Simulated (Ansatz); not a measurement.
# Response to strain in Hf

Start from Hf in the hcp (Mg type) structure (space group P6_3/mmc, No. 194; a = 3.204 Å, c = 5.073 Å; relaxed with 0.1 eV smearing). Axes: x lies along a and z along c of the hexagonal cell.

Strains are applied to the cell and any free atomic positions relax; under biaxial strain the out-of-plane vector relaxes too.

Computed with PBE in Ansatz (plane waves to 420 eV, PAW, spin-orbit coupling left out).

Notes on the quantities. in-plane stress: mean in-plane stress (compression positive).

| variant | shortest interatomic distance | out-of-plane strain | in-plane stress |
|---|---|---|---|
| base | 3.139 Å | – | – |
| biaxial strain −3.00 %, plane normal [001], relaxed out of plane | 3.108 Å | +2.22 % | +6.6 GPa |
| biaxial strain −2.50 %, plane normal [001], relaxed out of plane | [?] | [?] | [?] |
| biaxial strain −2.00 %, plane normal [001], relaxed out of plane | 3.140 Å | +1.44 % | +4.3 GPa |
| biaxial strain −0.50 %, plane normal [001], relaxed out of plane | 3.141 Å | +0.35 % | +1.0 GPa |
| biaxial strain +0.50 %, plane normal [001], relaxed out of plane | 3.138 Å | -0.34 % | -1.0 GPa |
| biaxial strain +1.00 %, plane normal [001], relaxed out of plane | 3.136 Å | -0.68 % | -2.0 GPa |
| biaxial strain +1.50 %, plane normal [001], relaxed out of plane | 3.135 Å | -1.01 % | -2.9 GPa |
| biaxial strain +2.00 %, plane normal [001], relaxed out of plane | 3.134 Å | -1.34 % | -3.8 GPa |
| biaxial strain +3.00 %, plane normal [001], relaxed out of plane | 3.132 Å | -1.99 % | -5.5 GPa |

**Question.** Fill in the withheld entries from the trend.

**Answer.** 
- biaxial strain −2.50 %, plane normal [001], relaxed out of plane, shortest interatomic distance: 3.124 Å
- biaxial strain −2.50 %, plane normal [001], relaxed out of plane, out-of-plane strain: +1.82 %
- biaxial strain −2.50 %, plane normal [001], relaxed out of plane, in-plane stress: +5.4 GPa

Whether these cells are dynamically stable was not tested. All final runs are without spin polarisation.

Ansatz is an electronic-structure program.
